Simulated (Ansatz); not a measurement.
SnO2 (Pa-3, No. 205, 12 atoms in the cell; start mp-697; a measured phase of this formula has another space group)

Computed with PBE0 (Ansatz, a program for electronic structure, plane waves, PAW).

Run with plane-wave cutoff 500 eV, 4×4×4 k mesh, gaussian smearing 0.02 eV, scalar-relativistic PAW data made under PBE.

Cell (relaxed with r²SCAN):

```yaml
crystal:
  lattice:
    - [5.10073, 0.00000, 0.00000]
    - [0.00000, 5.10073, 0.00000]
    - [0.00000, 0.00000, 5.10073]
  atoms:
    - { symbol: Sn, position: [0.00000, 0.50000, 0.50000] }
    - { symbol: Sn, position: [0.50000, 0.50000, 0.00000] }
    - { symbol: Sn, position: [0.50000, 0.00000, 0.50000] }
    - { symbol: Sn, position: [0.00000, 0.00000, 0.00000] }
    - { symbol: O, position: [0.33972, 0.16028, 0.83972] }
    - { symbol: O, position: [0.66028, 0.83972, 0.16028] }
    - { symbol: O, position: [0.16028, 0.83972, 0.33972] }
    - { symbol: O, position: [0.83972, 0.16028, 0.66028] }
    - { symbol: O, position: [0.83972, 0.33972, 0.16028] }
    - { symbol: O, position: [0.16028, 0.66028, 0.83972] }
    - { symbol: O, position: [0.66028, 0.66028, 0.66028] }
    - { symbol: O, position: [0.33972, 0.33972, 0.33972] }
```

For SnO2 (Pa-3, No. 205, 12 atoms in the cell; start mp-697; a measured phase of this formula has another space group), the band gap is 3.32 eV (on the SCF k mesh).

Note: cell and atoms aren't relaxed at this level (pressure -2.2 GPa).

Spin–orbit coupling is not included.

Static lattice: no zero-point or thermal effects.

Cost on a shared machine: about 90 core-seconds (a rough figure).

A start named mp-… is a Materials Project structure, which need not be a measured phase.
